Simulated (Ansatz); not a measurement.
Partial pair distribution functions of a relaxed model of amorphous In9Ga9Zn9O38Ge, broadened by 0.06 Å; density 5.81 g/cm³. Level of theory: PBE, scalar-relativistic without spin-orbit coupling (plane waves to 420 eV, PAW; Ansatz, an electronic-structure program).

The cell was made by melting and quenching with the CHGNet potential and then relaxed with DFT. O atoms were pushed apart under 1.9 Å during the dynamics, to hinder bonds among them. The hot cell started wider than the set density and was brought back towards it in steps. It is the lowest in DFT energy of 2 quenches. It is a model cell: composition and starting density were chosen by hand, and all elements were melted together. No dispersion term was used. Its density started from a set value of 5.81 and ended at 5.81 g/cm³. The simulated quench (nominally 320 K/ps over its main leg) is rapid and tends to freeze in more defects than a deposited or slowly cooled glass has. Values belong to this one cell and scatter from quench to quench. The volume was held where the preparation left it and the shape relaxed, at a PBE pressure of 2.5 GPa. Stress components on the final sampling reach 2.6 GPa.

| r (Å) | g In-O | g Zn-O | g In-In | g Ga-Ga |
|---|---|---|---|---|
| 1.70 | 0.00 | 0.02 | 0.00 | 0.00 |
| 1.80 | 0.00 | 0.58 | 0.00 | 0.00 |
| 1.90 | 0.12 | 3.88 | 0.00 | 0.00 |
| 2.00 | 2.15 | 7.15 | 0.00 | 0.00 |
| 2.10 | 6.37 | 4.11 | 0.00 | 0.00 |
| 2.20 | 6.05 | 1.50 | 0.00 | 0.00 |
| 2.30 | 2.78 | 0.74 | 0.00 | 0.00 |
| 2.40 | 1.46 | 0.44 | 0.00 | 0.00 |
| 2.50 | 0.80 | 0.37 | 0.00 | 0.04 |
| 2.60 | 0.37 | 0.16 | 0.00 | 0.92 |
| 2.70 | 0.14 | 0.01 | 0.00 | 1.34 |
| 2.80 | 0.15 | 0.05 | 0.00 | 1.74 |
| 2.90 | 0.04 | 0.35 | 0.03 | 3.38 |
| 3.00 | 0.30 | 0.65 | 0.64 | 1.96 |
| 3.10 | 0.34 | 0.77 | 0.99 | 1.25 |
| 3.20 | 0.20 | 0.69 | 0.26 | 1.31 |
| 3.30 | 0.27 | 0.69 | 1.25 | 2.08 |
| 3.40 | 0.23 | 0.61 | 3.25 | 2.08 |
| 3.50 | 0.35 | 0.76 | 3.75 | 2.14 |
| 3.60 | 0.70 | 0.60 | 2.69 | 1.57 |
| 3.70 | 0.91 | 0.87 | 2.61 | 0.22 |
| 3.80 | 0.93 | 1.14 | 1.40 | 0.37 |
| 3.90 | 1.45 | 0.91 | 0.49 | 0.84 |
| 4.00 | 1.40 | 0.91 | 0.21 | 1.36 |
| 4.10 | 1.20 | 1.44 | 0.65 | 0.56 |
| 4.20 | 1.34 | 1.55 | 0.33 | 0.43 |
| 4.30 | 0.97 | 1.37 | 0.59 | 1.17 |
| 4.40 | 1.35 | 1.19 | 0.11 | 1.48 |
| 4.50 | 1.51 | 1.25 | 0.00 | 0.64 |
| 4.60 | 1.38 | 1.30 | 0.00 | 0.76 |
| 4.70 | 1.47 | 1.31 | 0.00 | 0.53 |

Within 2.84 Å each In has 5.67 O neighbours on average.
